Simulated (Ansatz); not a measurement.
Where the default PAW files enter, the runs use the earlier of Ansatz's two default sets.

Tunnelling through a barrier is set by its complex band structure: the current falls as exp(−2κd) with the smallest κ.

Consider the following.

```
CELL_PARAMETERS angstrom
      3.88347     0.00000     0.00000
     -1.94173     3.36318     0.00000
      0.00000     0.00000    31.14240
ATOMIC_POSITIONS crystal
  Zn 0.66667 0.33333 0.20000
  Zn 0.33333 0.66667 0.70000
  Zn 0.00000 0.00000 0.80000
  Zn 0.00000 0.00000 0.30000
  Zn 0.66667 0.33333 0.90000
  Zn 0.33333 0.66667 0.40000
  Zn 0.33333 0.66667 0.10010
  Zn 0.66667 0.33333 0.60010
  Zn 0.00000 0.00000 0.00010
  Zn 0.00000 0.00000 0.50010
  S  0.66667 0.33333 0.27490
  S  0.33333 0.66667 0.77490
  S  0.00000 0.00000 0.07500
  S  0.00000 0.00000 0.57500
  S  0.66667 0.33333 0.67500
  S  0.33333 0.66667 0.17500
  S  0.00000 0.00000 0.87490
  S  0.00000 0.00000 0.37490
  S  0.33333 0.66667 0.47510
  S  0.66667 0.33333 0.97510
```

Space group of this cell: P6_3mc. The cell is strained (lengths across the current scaled by 1.02, ions clamped); by r2SCAN its mean pressure is -2.7 GPa.

Transport runs along the normal of the first two printed cell vectors, the (001) (indices of the unstrained crystal) plane of the conventional cell.

No gap correction and no spin-orbit coupling; mid-gap values are interpolated between computed energies.

Q: Predict the band gap and the smallest decay constant κ at mid-gap from r2SCAN (Ansatz, a quantum-chemistry and plane-wave program).

A: Gap 2.51 eV on a 12×12×1 mesh; κ = 0.168 1/Å, at the zone centre.
